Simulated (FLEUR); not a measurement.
Worked example: self-consistent single point of KTaO3 (Pm-3m, 5 atoms in the cell) in FLEUR.

Level of theory: PBE, all-electron FLAPW (FLEUR), scalar-relativistic valence in FLEUR.

The change in words: lattice scaled by 0.98. Reference geometry:
```
KTaO3
1.0
    4.07677     0.00000     0.00000
    0.00000     4.07677     0.00000
    0.00000     0.00000     4.07677
K Ta O
1 1 3
Direct
  0.50000   0.50000   0.50000
  0.00000   0.00000   0.00000
  0.00000   0.50000   0.00000
  0.50000   0.00000   0.00000
  0.00000   0.00000   0.50000
```

Reference input (self-consistent single point, DFT, PBE, all-electron FLAPW (FLEUR), scalar-relativistic valence): Kmax = 4.6 1/bohr; GmaxXC = 18.4 1/bohr; xcFunctional = pbe; jspins = 1; l_soc = F; mode = hist; fermiSmearingEnergy = 0.0001 Htr; mesh (inpgen div1-3) = 6 6 6; inpgen gamma flag = true; Gmax = 18.4 1/bohr; numbands = 0; maxIterBroyd = 99. This run's input differs from it in these lines:

```diff
@@ -3,5 +3,5 @@
 &input film=f /
-7.7039882217 0.0000000000 0.0000000000
-0.0000000000 7.7039882217 0.0000000000
-0.0000000000 0.0000000000 7.7039882217
+7.5499075124 0.0000000000 0.0000000000
+0.0000000000 7.5499075124 0.0000000000
+0.0000000000 0.0000000000 7.5499075124
 1.0
@@ -46,5 +46,5 @@
          <bravaisMatrix>
-            <row-1>    7.7039882217000004     0.0000000000000000     0.0000000000000000</row-1>
-            <row-2>    0.0000000000000000     7.7039882217000004     0.0000000000000000</row-2>
-            <row-3>    0.0000000000000000     0.0000000000000000     7.7039882217000004</row-3>
+            <row-1>    7.5499075123999999     0.0000000000000000     0.0000000000000000</row-1>
+            <row-2>    0.0000000000000000     7.5499075123999999     0.0000000000000000</row-2>
+            <row-3>    0.0000000000000000     0.0000000000000000     7.5499075123999999</row-3>
          </bravaisMatrix>
```

Log, with long lists cut:

```
 Iteration:     1   Distance:      27.27996470 me/bohr^3
 Iteration:     2   Distance:      23.21823839 me/bohr^3
 Iteration:     3   Distance:       9.13465495 me/bohr^3
 Iteration:     4   Distance:      10.29667319 me/bohr^3
 Iteration:     5   Distance:       4.24546181 me/bohr^3
   [... 8 lines left out ...]
 Iteration:    14   Distance:       0.00106330 me/bohr^3
 Iteration:    15   Distance:       0.00010107 me/bohr^3
 Iteration:    16   Distance:       0.00005200 me/bohr^3
 Iteration:    17   Distance:       0.00000969 me/bohr^3
 Run finished successfully
 Stop message:
   Structural relaxation: Done

[file out, last iteration]
             iter=     18
[...]
          total density-effective poten   -2.8389843249E+04
          total charge density-energy d   -3.7680168248E+02
 Updated energy parameters for spin:           1
[...]
 fermi energy and band-weighting factors:
    0.916402    0.916402

[...]
FERMIE:
          first approx. to ef    (T=0)  :   0.314871 htr   (energy of the highest occ. eigenvalue)
          number of occ. states  (T=0)  :        540
          first approx. to seigv (T=0)  : -15.121763 htr
          sum of weights of occ. states :  27.000000
          sum of semicore charge        :   0.000000 e
FERHIS:  Fermi-Energy by histogram:
          bandgap                     :   0.081131 htr
   [... lines left out ...]
          charge neutrality (T=0)     :   0.000000    (zero if the highest occ. eigenvalue is "entirely" occupied)
 Direct bandgap for spin            1 :   0.10526365534630566       Htr
 ---->    free energy=                    -16454.2461123227 htr
   [... lines left out ...]
 TOTAL FORCE FOR ATOM TYPE=  1  X=  3.775   Y=  3.775   Z=  3.775
                       FX_TOT= 0.000000 FY_TOT= 0.000000 FZ_TOT= 0.000000
 TOTAL FORCE FOR ATOM TYPE=  2  X=  0.000   Y=  0.000   Z=  0.000
                       FX_TOT= 0.000000 FY_TOT= 0.000000 FZ_TOT= 0.000000
 TOTAL FORCE FOR ATOM TYPE=  3  X=  0.000   Y=  3.775   Z=  0.000
                       FX_TOT= 0.000000 FY_TOT= 0.000000 FZ_TOT= 0.000000
 Structural relaxation: Done
```

The run converged in 17 iterations. FLEUR gives forces in its relaxation mode, with a further iteration, so its stop message speaks of a relaxation. Against the reference run the free energy goes down by 9.0 meV/atom and the gap on the mesh goes from 2.083 to 2.208 eV.

The starting cell comes from a database of computed structures (which also holds hypothetical and non-ambient phases and stackings), without a prior relaxation at this level. Its lattice was rescaled by a random factor within 2.5 % of one. For this run, on top of that: lattice scaled by 0.98. Spin-orbit coupling is off. Values depend on the basis (sphere radii, cutoffs, local orbitals), which need not be converged.

Cost on one core of a shared machine: roughly 2 min.
